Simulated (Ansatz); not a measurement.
Ansatz (a first-principles code) run on Mg2ZnP2 (P1, 5 atoms in the cell): relaxation of cell and atoms.

Method: LDA (PW92), default PAW files made with PBE (plane waves; Ansatz).

```yaml
crystal:
  lattice:
    - [4.01407, 0.00000, 0.00000]
    - [-2.00704, 3.47629, 0.00000]
    - [0.00000, 0.00000, 6.54388]
  atoms:
    - { symbol: Mg, position: [0.66805, 0.32695, 0.63061] }
    - { symbol: Mg, position: [0.32918, 0.65490, 0.99824] }
    - { symbol: Zn, position: [0.99310, 0.00356, 0.36309] }
    - { symbol: P, position: [0.00581, 0.00526, 0.76511] }
    - { symbol: P, position: [0.67053, 0.34266, 0.24294] }
```

Reference input (self-consistent single point, DFT, LDA (PW92), plane waves, default PAW files made with PBE): basis.ecutwfc = 420 eV; kpoints.mp_grid.grid = 7 7 4; kpoints.mp_grid.shift = 0.5 0.5 0.5; hamiltonian.xc = lda; hamiltonian.pseudopotentials = {kind: paw} (the program's default PAW files); scf.occupations.method = fixed. This run's input differs from it in these lines:

Ansatz 0.2 input:
```diff
@@ -12,3 +12,3 @@
 basis:
-  ecutwfc: 420.0 eV
+  ecutwfc: 250.0 eV
 kpoints:
@@ -20,2 +20,4 @@
   occupations: { method: fixed }
+relax:
+  cell: {}
 output:
```

Output, abridged:

```
   [... SCF lines of the steps left out ...]
relax step   1: F+E_penalty+E_count = -8502.11302877 eV  Δ(F+E_penalty+E_count) = +0.000e0 eV  max|allowed force component| = 2.533e-1 eV/Å  Δτ_max = 0.0000 Å  P = -2.670 GPa  Ω = 91.314 Å³  (8 SCF iters, dr2 threshold 1.00e-7 eV, accepted)
relax step   2: F+E_penalty+E_count = -8502.65158254 eV  Δ(F+E_penalty+E_count) = -5.386e-1 eV  max|allowed force component| = 2.139e-1 eV/Å  Δτ_max = 0.0599 Å  P = +5.201 GPa  Ω = 86.983 Å³  energy of the carried Pulay correction = +5.801e-1 eV  (6 [...]
   [... lines left out ...]
relax step  19: F+E_penalty+E_count = -8502.16669692 eV  Δ(F+E_penalty+E_count) = -4.088e-3 eV  max|allowed force component| = 6.337e-4 eV/Å  Δτ_max = 0.0003 Å  P = -0.001 GPa  Ω = 87.722 Å³  energy of the carried Pulay correction = +4.080e-3 eV  (4 [...]
relax step  20: F+E_penalty+E_count = -8502.16393747 eV  Δ(F+E_penalty+E_count) = +2.759e-3 eV  max|allowed force component| = 5.053e-4 eV/Å  Δτ_max = 0.0000 Å  P = -0.019 GPa  Ω = 87.722 Å³  stress off target by 4.87e-2 GPa  SCF on the basis [...]
basis re-selected at this cell: Δ(F+E_penalty+E_count) = +2.759e-3 eV, ΔP = -0.018 GPa vs the last step
Stability not checked: this state was not tested for a lower state beside it, because too few of the mixer's solves of this state at the end of the SCF gave a …
Free energy (F): -8502.163937 eV
Internal energy: -8502.163937 eV  (E = F + TS)
E sigma→0 (E₀):  -8502.163937 eV
Fermi energy:    7.418214 eV
--- Forces (eV/Å), atoms counted from 1 ---
  atom   1  Mg     0.00013771    -0.00007233    -0.00031156
  atom   2  Mg    -0.00011222     0.00006209     0.00047981
   [... lines left out ...]
  cell:  # Å, volume = 87.7224 Å³
   [... lines left out ...]
    - { symbol: Mg, position: [0.3334086298546431, 0.6665879257209247, 0.9943017308519915] }
    - { symbol: Zn, position: [1.5642197909161333e-6, -1.6839211115918847e-6, 0.3633743873648712] }
    - { symbol: P, position: [9.737362794964506e-5, -0.00010029506186987306, 0.7693067114928804] }
    - { symbol: P, position: [0.6665754670446709, 0.3334300515309014, 0.24024910157838764] }
```

The run converged. 

Summary of the result:
```
Item                                                                                                                     Result
------------------------------------------------  -----------------------------------------------------------------------------
Free energy E − TS (on the zero of these files)                                                                   -8502.1639 eV
Top of the valence band (on the code's own zero)                                                                        7.42 eV
Gap on the k-point mesh                                                                                                 1.17 eV
Pressure                                                                                                              -0.02 GPa
Final cell                                        a = 3.9644 Å, b = 3.9644 Å, c = 6.4427 Å, α = 89.98°, β = 90.02°, γ = 119.96°
Final volume per atom                                                                                                  17.54 Å³
Relaxation steps                                                                                                             20
```

The starting cell comes from a database of computed structures (which also holds hypothetical and non-ambient phases and stackings), without a prior relaxation at this level. Its atoms were displaced at random from the sites of space group no. 156. Ansatz's pressure includes its estimate of the finite-basis (Pulay) stress. Without the estimate this run gives -21.86 GPa. The cutoff lies below the one recommended for these files. The shifted mesh does not hold Γ, so a gap read on it misses any band edge there.

Cost on one core of a shared machine: roughly 3 min.
